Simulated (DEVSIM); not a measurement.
Structure: abrupt Si n-p junction, at 400 K.

Layer 1 from the left is Si, thickness (μm) 46.0, Nd (cm⁻³) 1.9e18, τn (s) 1.2e-7, τp (s) 1.2e-7. Layer 2 from the left is Si, thickness (μm) 290, Na (cm⁻³) 1.1e15, τn (s) 1.2e-7, τp (s) 1.2e-7.

Left contact: ohmic. Right contact: ohmic. Voltage is applied to the left contact. Recombination: SRH at mid-gap, Auger. Mobility is constant in doping.

This is a model device: material constants are rounded textbook-type values typed into the input, and sizes, dopings and lifetimes were drawn at random. Values at 300 K; Nc and Nv go as T^1.5, mobilities as T to minus their exponent, the gap by Varshni's rule with the affinity fixed.

Si: gap (eV) 1.124, affinity (eV) 4.05, permittivity 11.7, Nc (cm⁻³) 2.86e19, Nv (cm⁻³) 3.1e19, μn (cm²/Vs) 1417, μp (cm²/Vs) 470, T exponent of μn 2.3, T exponent of μp 2.2, Cn (cm⁶/s) 2.8e-31, Cp (cm⁶/s) 9.9e-32, Varshni α (eV/K) 0.000473, Varshni β (K) 636.

### Question
Estimate by hand the built-in potential, the peak field at zero bias, the capacitance at 6 V, and compare with a numerical solution.

### Answer

- Built-in potential: ni = √(Nc Nv) exp(−Eg/2kT) = 5.68e12 cm⁻³ with Eg = 1.096 eV; Vbi = kT/q ln(Na Nd/ni²) = 0.620 V; numerical 0.620 V.
- Peak field at zero bias: depletion approximation: W = √(2εVbi/(qN)) = 0.854 μm with N = 1.10e15 cm⁻³; field = 2Vbi/W = 14500 V/cm; numerical 87300 V/cm (estimate below by 83 %).
- Capacitance at 6 V: C = √(qεN / 2(Vbi + |V|)) = 3.71 nF/cm²; numerical 3.75 nF/cm² (estimate below by 1.0 %).

Model (solved in DEVSIM): 1D drift-diffusion, Boltzmann statistics, complete ionisation; no tunnelling, impact ionisation, image-force lowering or self-heating.
